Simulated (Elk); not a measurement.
# Worked example: self-consistent single point of ZrIn3 (I4/mmm, 4 atoms in the cell) in Elk

Computed with Elk with PBEsol, all-electron FP-LAPW, Elk's shipped species files, default APW+lo basis.

This input was run:

```
tasks
  0

xctype
  22

swidth
  0.00367493

maxscl
  100

scale
  1.889726125

avec
   -2.1500590000    2.1500590000    4.9780450000
    2.1500590000   -2.1500590000    4.9780450000
    2.1500590000    2.1500590000   -4.9780450000

atoms
  2
  'Zr.in'
  1
  0.0000000000  0.0000000000  0.0000000000    0.0 0.0 0.0
  'In.in'
  3
  0.2500000000  0.7500000000  0.5000000000    0.0 0.0 0.0
  0.7500000000  0.2500000000  0.5000000000    0.0 0.0 0.0
  0.5000000000  0.5000000000  0.0000000000    0.0 0.0 0.0

ngridk
  7 7 7
```

The program printed (abridged):

```
│ Elk code version 10.2.4 │

All units are atomic (Hartree, Bohr, etc.)

│ Ground-state run starting from atomic densities │

Lattice vectors :
  -4.063022663       4.063022663       9.407141688
   4.063022663      -4.063022663       9.407141688
   4.063022663       4.063022663      -9.407141688

Unit cell volume      :    621.1781430
Brillouin zone volume :   0.3993221852

Muffin-tin inner radius fraction :   0.1000000000E-01

Nuclei treated as point charges

Species :    1 (Zr)
 parameters loaded from : Zr.in
 name : zirconium
 nuclear charge    :   -40.00000000
 electronic charge :    40.00000000
 atomic mass :    166291.1791
 muffin-tin radius :    2.600000000
 number of radial points in muffin-tin :    597
 atomic positions (lattice), magnetic fields (Cartesian) :
   1 :   0.00000000  0.00000000  0.00000000    0.00000000  0.00000000  0.00000000

Species :    2 (In)
 parameters loaded from : In.in
 name : indium
 nuclear charge    :   -49.00000000
 electronic charge :    49.00000000
 atomic mass :    209300.4100
 muffin-tin radius :    2.600000000
 number of radial points in muffin-tin :    597
 atomic positions (lattice), magnetic fields (Cartesian) :
   1 :   0.25000000 -0.25000000  0.50000000    0.00000000  0.00000000  0.00000000
   2 :  -0.25000000  0.25000000  0.50000000    0.00000000  0.00000000  0.00000000
   3 :   0.50000000  0.50000000  0.00000000    0.00000000  0.00000000  0.00000000

Total number of atoms per unit cell :    4

Spin treatment :
 spin-unpolarised

Number of Bravais lattice symmetries :   16
Number of crystal symmetries         :   16
Crystal has inversion symmetry
Real symmetric eigensolver will be used

k-point grid :      7     7     7
k-point offset :    0.000000000       0.000000000       0.000000000
k-point set is reduced with full crystal symmetry group
Total number of k-points :       40

Muffin-tin radius times maximum |G+k| :    7.000000000
 using average radius
Maximum |G+k| for APW functions       :    2.692307692
Maximum (1/2)|G+k|²                   :    3.624260355
Maximum |G| for potential and density :    12.00000000
 potential will be trimmed for |G| > 2 gkmax
Constant for pseudocharge density :    8
Radial integration step length :    4

G-vector grid sizes :     45    45    45
Number of G-vectors :    18111

Maximum angular momentum used for
 APW functions                      :    8
 outer part of muffin-tin           :    6
 inner part of muffin-tin           :    1

Total nuclear charge    :   -187.0000000
Total core charge       :    118.0000000
Total valence charge    :    69.00000000
Total excess charge     :    0.000000000
Total electronic charge :    187.0000000

Effective Wigner radius, rₛ :   0.9256113046

Number of empty states         :   16
Total number of valence states :   51
Total number of core states    :  118

Total number of local-orbitals :   64

Exchange-correlation functional :     22     0     0
 PBEsol, Phys. Rev. Lett. 100, 136406 (2008)
 gradient requirement :    1
 generalised gradient approximation (GGA)

Smearing type :    3
 Fermi-Dirac
Smearing width :   0.3674930000E-02
Effective electronic temperature (K) :    1160.451112

Mixing type :    3
 Broyden mixing, J. Phys. A: Math. Gen. 17, L317 (1984)

Kohn-Sham potential initialised from atomic data

│ Self-consistent loop started │
│ Loop number : 1 │
 total energy                :     -21239.9426467
│ Loop number : 2 │
 total energy                :     -21240.1753428
RMS change in Kohn-Sham potential (target) :   0.1118824458     (  0.1000000000E-05)
Absolute change in total energy (target)   :   0.2326960808     (  0.1000000000E-03)
│ Loop number : 3 │
 total energy                :     -21240.4508250
RMS change in Kohn-Sham potential (target) :   0.1084673299     (  0.1000000000E-05)
Absolute change in total energy (target)   :   0.3336562622     (  0.1000000000E-03)
│ Loop number : 4 │
 total energy                :     -21240.3899440
RMS change in Kohn-Sham potential (target) :   0.1036478875     (  0.1000000000E-05)
Absolute change in total energy (target)   :   0.2253303355E-01 (  0.1000000000E-03)
│ Loop number : 5 │
 total energy                :     -21239.7372901
RMS change in Kohn-Sham potential (target) :   0.5386939089E-01 (  0.1000000000E-05)
Absolute change in total energy (target)   :   0.6470206433     (  0.1000000000E-03)
│ Loop number : 6 │
 total energy                :     -21239.2498577
RMS change in Kohn-Sham potential (target) :   0.1761531735E-01 (  0.1000000000E-05)
Absolute change in total energy (target)   :   0.6491875827     (  0.1000000000E-03)
│ Loop number : 7 │
 total energy                :     -21239.1325957
RMS change in Kohn-Sham potential (target) :   0.7947790028E-03 (  0.1000000000E-05)
Absolute change in total energy (target)   :   0.2795589134     (  0.1000000000E-03)
│ Loop number : 8 │
 total energy                :     -21239.1432646
RMS change in Kohn-Sham potential (target) :   0.2955682750E-03 (  0.1000000000E-05)
Absolute change in total energy (target)   :   0.5922082144E-01 (  0.1000000000E-03)
│ Loop number : 9 │
 total energy                :     -21239.1745075
RMS change in Kohn-Sham potential (target) :   0.5698288566E-04 (  0.1000000000E-05)
Absolute change in total energy (target)   :   0.1643768273E-01 (  0.1000000000E-03)
│ Loop number : 10 │
 total energy                :     -21239.1743229
RMS change in Kohn-Sham potential (target) :   0.1368628986E-04 (  0.1000000000E-05)
Absolute change in total energy (target)   :   0.3924817349E-02 (  0.1000000000E-03)
│ Loop number : 11 │
 total energy                :     -21239.1737488
RMS change in Kohn-Sham potential (target) :   0.4017562111E-05 (  0.1000000000E-05)
Absolute change in total energy (target)   :   0.4071524418E-03 (  0.1000000000E-03)
│ Loop number : 12 │
 total energy                :     -21239.1735598
RMS change in Kohn-Sham potential (target) :   0.1443178402E-05 (  0.1000000000E-05)
Absolute change in total energy (target)   :   0.8719140533E-04 (  0.1000000000E-03)
│ Loop number : 13 │
 total energy                :     -21239.1735486
RMS change in Kohn-Sham potential (target) :   0.2795766103E-06 (  0.1000000000E-05)
Absolute change in total energy (target)   :   0.3298265074E-04 (  0.1000000000E-03)
Convergence targets achieved

│ Loop number : 14 │

Energies :
 Fermi                       :     0.263732318495
 sum of eigenvalues          :     -12747.5212348
 electron kinetic            :      22248.1596095
 core electron kinetic       :      21547.6517849
 Coulomb                     :     -42902.8299307
 Coulomb potential           :     -34227.6504058
 nuclear-nuclear             :     -1920.46130391
 electron-nuclear            :     -47737.0868477
 Hartree                     :      6754.71822095
 Madelung                    :     -25789.0047278
 xc potential                :     -768.030438462
 exchange                    :     -573.301002681
 correlation                 :     -11.2004652517
 electron entropic           :    -0.176462648000E-02
 total energy                :     -21239.1735538

Density of states at Fermi energy :    38.67037293
 (states/Hartree/unit cell)

Estimated indirect band gap :   0.4077250624E-02
 from k-point      3 to k-point     27
Estimated direct band gap   :   0.1914160227E-01
 at k-point     28

Charges :
 core                        :    118.0000000
 valence                     :    69.00000000
 interstitial                :    6.931155428
 muffin-tins (core leakage)
  species :    1 (Zr)
   atom    1                 :    37.82539470     (  0.2841851170E-05)
  species :    2 (In)
   atom    1                 :    47.39743015     (  0.1313706787E-03)
   atom    2                 :    47.39743015     (  0.1313706787E-03)
   atom    3                 :    47.44858957     (  0.1321280523E-03)
 total in muffin-tins        :    180.0688446
 total calculated charge     :    186.9983658
 total charge                :    187.0000000
 error                       :   0.1634161052E-02

│ Self-consistent loop stopped │
```

The run converged in 14 iterations. The count includes the last loop, which Elk runs after its targets are met.

The starting cell comes from a database of computed structures (which also holds hypothetical and non-ambient phases and stackings), without a prior relaxation at this level. Its lattice was rescaled by a random factor within 2.5 % of one. Values depend on the basis (sphere radii, cutoffs, local orbitals), which need not be converged. The log's line on a gap gives a spacing of levels on this mesh, which the program prints for metals too.
